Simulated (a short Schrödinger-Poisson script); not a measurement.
System: symmetric double-gate stack, SiO2 on p-type Si(100), at 400 K.

```tsv
layer	material	thickness (nm)	Na (cm⁻³)
1	SiO2	2.4	-
2	Si	6	3e17
3	SiO2	2.4	-
```

Constants are typed, rounded textbook-type inputs, not results; the design itself was drawn at random and stands for no fabricated device. SiO2: permittivity 3.9, conduction-band edge (eV) 3.15, gap (eV) 9, electron mass (mₑ) 0.5. Si: permittivity 11.7, conduction-band edge (eV) 0, gap (eV) 1.124, Nv at 300 K (cm⁻³) 3.1e19.

Channel valleys (confinement mass, in-plane density-of-states mass, number): Δ2 0.916, 0.19, 2; Δ4 0.19, 0.417, 4. At the gates, both at one voltage, the conduction-band edge of layer 1 lies 3.52 eV − eVg above the Fermi level of the channel. Gaps are held at their typed values at every temperature. Mesh 0.03 nm at interfaces.

From a short Schrödinger-Poisson script (our own, NumPy): 1D Poisson equation in equilibrium, electrons quantum, Hartree (BenDaniel-Duke, 12 states a valley, the channel's in-plane mass for all, wave functions ending at the dielectric), parabolic valleys, classical holes, full ionisation, no traps, pinning or gate leakage.

The same stack at other levels of the model or other numerical settings:

```
run                                          sheet density of all electrons at Vg = 1.8 V (cm⁻²)  sheet density of all electrons at Vg = 0.6 V (cm⁻²)  capacitance of both gates at Vg = 1.8 V (μF/cm²)  gate voltage at 1e11 electrons/cm² (V)  rough cost against the base
-------------------------------------------  ---------------------------------------------------  ---------------------------------------------------  ------------------------------------------------  --------------------------------------  ---------------------------
base                                                                                     2.12e13                                              3.73e12                                              2.44                                    0.23                      about 1
electrons treated as classical, Boltzmann                                                2.42e13                                              4.51e12                                              2.74                                    0.20                         0.05
electrons treated as classical, Fermi-Dirac                                              2.36e13                                              4.47e12                                              2.64                                    0.20                          0.1
mesh six times as coarse                                                                 2.12e13                                              3.73e12                                              2.44                                    0.23                          0.4
```

The classical rows ignore confinement, and Boltzmann statistics overrate the density once the band edge passes the Fermi level.
